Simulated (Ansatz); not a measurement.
Results of PBE0 in Ansatz (plane waves, PAW) for GeSb2Te4 (R3m, No. 160, 7 atoms in the cell; start mp-1224350).

Settings: plane-wave cutoff 460 eV, 6×6×6 k mesh, Fermi–Dirac smearing 0.01 eV, scalar-relativistic PAW data made under PBE.

Cell (relaxed with PBE-D3(BJ)):

```cif
data_Ge3Sb6Te12
_chemical_formula_sum 'Ge3 Sb6 Te12'
_space_group_name_H-M_alt 'R3m :H'
_space_group_IT_number 160
_space_group_name_Hall 'R 3 -2"'
_cell_length_a 4.25590
_cell_length_b 4.25590
_cell_length_c 40.89632
_cell_angle_alpha 90.000
_cell_angle_beta 90.000
_cell_angle_gamma 120.000
loop_
_atom_site_label
_atom_site_type_symbol
_atom_site_symmetry_multiplicity
_atom_site_Wyckoff_symbol
_atom_site_fract_x
_atom_site_fract_y
_atom_site_fract_z
_atom_site_occupancy
Ge1 Ge 3 a 0.00000 0.00000 0.56869 1
Sb1 Sb 3 a 0.00000 0.00000 0.42811 1
Sb2 Sb 3 a 0.00000 0.00000 0.99838 1
Te1 Te 3 a 0.00000 0.00000 0.86687 1
Te2 Te 3 a 0.00000 0.00000 0.13644 1
Te3 Te 3 a 0.00000 0.00000 0.71217 1
Te4 Te 3 a 0.00000 0.00000 0.28928 1
```
(The calculation used a cell of 7 atoms; values per cell refer to that cell.)

Problem. Estimate the band gap, smallest direct gap on the k points sampled and Γ–Γ gap that the calculation returns.

Solution. 
- band gap = 0.60 eV
- smallest direct gap on the k points sampled = 0.68 eV
- Γ–Γ gap = 1.06 eV

Note: cell and atoms aren't relaxed at this level (largest force component 0.48 eV/Å, pressure 0.2 GPa).

Spin–orbit coupling is not included; with these elements it can move the gap by several tenths of an eV or more.

Static lattice: no zero-point or thermal effects.

A start named mp-… is a Materials Project structure, which need not be a measured phase.

Ansatz is a first-principles code.
